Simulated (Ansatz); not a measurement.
Reference: YPd₃ (Pm-3m), PBEsol, DFPT electron-phonon coupling, linearised Boltzmann equation (plane waves, PAW, scalar-relativistic; Ansatz, an electronic-structure program); geometry: relaxed with this functional, without spin-orbit coupling.

```
Pd3Y
1.0
    4.05614     0.00000     0.00000
    0.00000     4.05614     0.00000
    0.00000     0.00000     4.05614
Y Pd
1 3
Direct
  0.00000   0.00000   0.00000
  0.50000   0.50000   0.00000
  0.00000   0.50000   0.50000
  0.50000   0.00000   0.50000
```

- resistivity at 300 K: 10.7 μΩ·cm

Q: Replace Pd by Pt on the same sites and relax. What happens?

A: YPt$_{3}$ (Pm-3m): volume per atom 16.7 to 16.8 Å³; resistivity at 300 K rises (10.7 μΩ·cm to 13.4 μΩ·cm).

Q: Swap Y for Sc, keeping the structure type. How do these values move?

A: ScPd$_{3}$ (Pm-3m): volume per atom 16.7 to 15.3 Å³; resistivity at 300 K stays about the same (10.7 μΩ·cm to 11.5 μΩ·cm).

Q: Replace Y by Lu on the same sites and relax. What happens?

A: LuPd3 (Pm-3m): volume per atom 16.7 to 16.2 Å³; resistivity at 300 K stays about the same (10.7 μΩ·cm to 10.8 μΩ·cm).

Moves up to 12 % count as about the same. Metals; harmonic phonons alone scatter; means over directions. Halving the electron mesh moves these values by up to 8 %; q meshes are mostly untested. Some of the runs warned that the eigensolver left states short of its tolerance. Spin-orbit coupling is left out.

Formula and space group known from diffraction (Crystallography Open Database), not checked to be the room-temperature form: LuPd3 (Pm-3m), ScPd3 (Pm-3m), YPd3 (Pm-3m), YPt3 (Pm-3m). The missing spin-orbit coupling matters most for LuPd3 (Pm-3m), YPt3 (Pm-3m).
